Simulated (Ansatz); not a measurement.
# Hypothetical simple cubic Cr, pressure series

The parent structure is Cr in the simple cubic structure (space group Pm-3m, No. 221; non-magnetic; a hypothetical phase, not in the database extracts checked).

```xyz
1
Lattice="2.3403 0.0000 0.0000 0.0000 2.3403 0.0000 0.0000 0.0000 2.3403" Properties=species:S:1:pos:R:3 pbc="T T T"
Cr     0.0000     0.0000     0.0000
```

Cell and atoms are relaxed at each pressure.

All numbers come from PBE/PAW in Ansatz (an electronic-structure program), scalar-relativistic without spin-orbit coupling.

```tsv
pressure (GPa)	volume per atom (Å³/atom)
-2	12.957
-1	12.886
0	12.818
0.3	?
1.5	12.719
3	12.623
5	12.501
7.5	12.357
10	12.221
```

Question: Fit the third-order Birch–Murnaghan form P(V) = (3B₀/2)[(V₀/V)^(7/3) − (V₀/V)^(5/3)]·[1 + (3/4)(B₀′ − 4)((V₀/V)^(2/3) − 1)] (squares taken in P) to the rows shown and predict the withheld row.

Answer: Least squares on the printed values gives V₀ = 12.818 Å³/atom, B₀ = 190 GPa, B₀′ = 4.2; this predicts 12.798 Å³/atom, and the run gives 12.798 Å³/atom, in agreement.

Load acts through the strain it causes; cell and atoms are relaxed under it. Whether these cells are dynamically stable was not tested. No other phases were tried under pressure. Seeded moments were not kept for the base. All final runs are without spin polarisation.
